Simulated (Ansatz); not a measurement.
Consider CrCuO₂ (space group R-3m, No. 166; a = 2.964 Å, c = 16.920 Å (hexagonal axes); ferromagnetic).

Computed with PBEsol/PAW in Ansatz (a quantum-chemistry and plane-wave program), scalar-relativistic without spin-orbit coupling.

Base values:

| Quantity | Value |
|---|---|
| Band gap | 0.92 eV |
| Shortest interatomic distance | 1.829 Å |
| Density | 5.71 g/cm³ |

It is then changed as follows: a negative pressure, −2 GPa.

Question: What happens to the band gap, shortest interatomic distance and density?

Answer: The band gap goes up by 0.06 eV, from 0.92 eV to 0.98 eV; the shortest interatomic distance increases by 0.005 Å to 1.834 Å; the density decreases by 0.07 g/cm³, from 5.71 g/cm³ to 5.64 g/cm³.

Load acts through the strain it causes; cell and atoms are relaxed under it. No phonon test of stability was made. No Hubbard U is applied and the magnetic state is the run's own (CrCuO2 ferromagnetic); other magnetic orders, which need larger cells, were not tried and can change the gap. Where the two band edges lie in opposite spin channels, the gap is a spin-flip gap.
